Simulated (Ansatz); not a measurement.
In a free triangular strip chain of Hf atoms, spin-degenerate bands cross the Fermi level 3 times between Γ and the zone edge.

Calculation: PBE (plane waves to 420 eV, PAW; Ansatz, a first-principles code). Mesh 1×1×108. Collinear spin, started with parallel moments, which vanish. It repeats along c; a and b span vacuum. A hypothetical model. Only distortions within the start's symmetry and period were free. Pairing along the axis, which can open a gap, is among the distortions not tried. Values not marked SOC lack spin–orbit coupling.

Problem. What are the conductance and the two-terminal resistance of a perfect, endless piece?

Solution. Each crossing on the half of the zone with k > 0 has a partner at −k, so it gives one mode in each direction. Counting spin there are 6 modes, each carrying e²/h = 38.74 μS. G = 6 × 38.74 = 232.4 μS and R = 1/G = 4.30 kΩ, whatever the length. Scattering by phonons, roughness and contacts can only raise R.
